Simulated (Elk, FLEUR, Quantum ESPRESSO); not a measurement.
## One structure in several programs: Gd2SeO2 (P-3m1, 5 atoms in the cell)

Self-consistent single point, at a second geometry (lattice scaled by 0.98). First geometry:

```
Gd2SeO2
1.0
    3.89285     0.00000     0.00000
   -1.94643     3.37131     0.00000
    0.00000     0.00000     6.87893
Gd Se O
2 1 2
Direct
  0.66667   0.33333   0.71054
  0.33333   0.66667   0.28946
  0.00000   0.00000   0.00000
  0.66667   0.33333   0.37470
  0.33333   0.66667   0.62530
```
Moments meant for the start (each program seeds them in its own way; μB, in the order of the atoms Gd Gd Se O O): 7.0 7.0 0.0 0.0 0.0.

Shared settings, as Quantum ESPRESSO writes them: occupations = smearing; smearing = fd; degauss = 0.000734986 Ry; nspin = 2; K_POINTS = automatic 6 6 3 0 0 0. Potentials and cutoffs stand in the table.

```csv
code,model,ΔF from the first geometry (meV/atom),largest force (eV/Å),gap on the mesh (eV),size of the net moment (μB/atom),cutoff
Quantum ESPRESSO,"PBEsol, SSSP 1.1.2 efficiency (PBE) pseudopotentials",2.8,0.363,–,2.00,55 Ry
Elk,"PBEsol, all-electron FP-LAPW, Elk's shipped species files, default APW+lo basis",-3.6,–,1.212,2.80,default
FLEUR,"PBEsol, all-electron FLAPW (FLEUR), scalar-relativistic valence",3.1,0.138,1.341,2.80,Kmax 4.1 1/bohr
```

Size of the force on each atom (eV/Å): Sizes of forces hide their directions.

```tsv
code	Gd1	Gd2	Se3	O4	O5
Quantum ESPRESSO	0.150	0.150	0.000	0.363	0.363
FLEUR	0.138	0.138	0.000	0.095	0.095
```

A dash marks a value that a program does not give, or that is left out as unsure.

The net moments differ, which can mean other magnetic states; other values may part for that reason too.

No gap is tabulated for Quantum ESPRESSO: it is not read from that output, or partly filled or unconverged empty levels leave it unsure.

Gaps are read on the mesh.

On Quantum ESPRESSO's run: spin-orbit coupling is off. The magnetic order is the one reached from the typed start; others were not searched systematically. With U or open f shells several self-consistent states can exist. The f electrons are in the valence without U or exact exchange, which can misplace them near the Fermi level. Spin-orbit terms, which matter for f shells, are left out.

The spread over the programs that give each value: ΔF from the first geometry within 6.7 meV/atom; largest force within 0.225 eV/Å; gap on the mesh within 0.129 eV; size of the net moment within 0.80 μB/atom.

Elk and FLEUR treat all electrons, but the usual bases taken here (sphere radii, linearisation, local orbitals, empty states) were not tested for convergence, so the values are no reference for the others.

The starting cell comes from a database of computed structures (which also holds hypothetical and non-ambient phases and stackings), without a prior relaxation at this level. For this run, on top of that: lattice scaled by 0.98.

Left out of this page: Ansatz (with a known weakness of the program).
